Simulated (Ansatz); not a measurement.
# InRh in the CsCl type structure (space group Pm-3m, No. 221)

```cif
data_InRh
_chemical_formula_sum 'In1 Rh1'
_space_group_name_H-M_alt 'P 1'
_space_group_IT_number 1
_cell_length_a 3.18912
_cell_length_b 3.18912
_cell_length_c 3.18912
_cell_angle_alpha 90.000
_cell_angle_beta 90.000
_cell_angle_gamma 90.000
loop_
_space_group_symop_operation_xyz
  'x, y, z'
loop_
_atom_site_label
_atom_site_type_symbol
_atom_site_fract_x
_atom_site_fract_y
_atom_site_fract_z
_atom_site_occupancy
In1 In 0.00000 0.00000 0.00000 1
Rh1 Rh 0.50000 0.50000 0.50000 1
```

Level of theory: PBEsol/PAW in Ansatz (a first-principles code), spin-orbit coupling left out. Settings: 15×15×15 k-points, 0.05 eV Fermi–Dirac smearing.

```json
{
 "volume_per_atom": "16.22 Å³",
 "density": "11.15 g/cm³",
 "band_gap": "zero",
 "total_energy": "-5932.508 eV/atom (σ→0; compares only within this code and set-up)"
}
```

Whether these cells are dynamically stable was not tested. The final runs are not spin-polarised.
